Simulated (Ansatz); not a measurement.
**A computed series for HgTe: response to strain**

Base system: HgTe in the zinc blende structure (space group F-43m, No. 216; a = 6.651 Å).

Strains are applied to the cell and any free atomic positions relax.

Level of theory: PBE in Ansatz (plane waves to 420 eV, PAW, no spin-orbit coupling).

```csv
isotropic strain (%),pressure (GPa)
-2.5,3.2
-2,2.4
-1.5,1.7
-1,1.1
-0.5,0.5
0,0.0
1.5,?
2,-1.7
2.5,-2.1
```

Problem. Fit P = P₀ − Bδ + Cδ² with δ = (1 + ε)³ − 1 to the rows shown and predict the withheld row.

Solution. Least squares on the printed values gives P₀ = 0.0 GPa, B = 35.1 GPa, C = 116 GPa (largest residual 0.1 GPa); this predicts -1.4 GPa, and the run gives -1.4 GPa, in agreement.

Whether these cells are dynamically stable was not tested. All final runs are without spin polarisation.

Ansatz is a first-principles code.
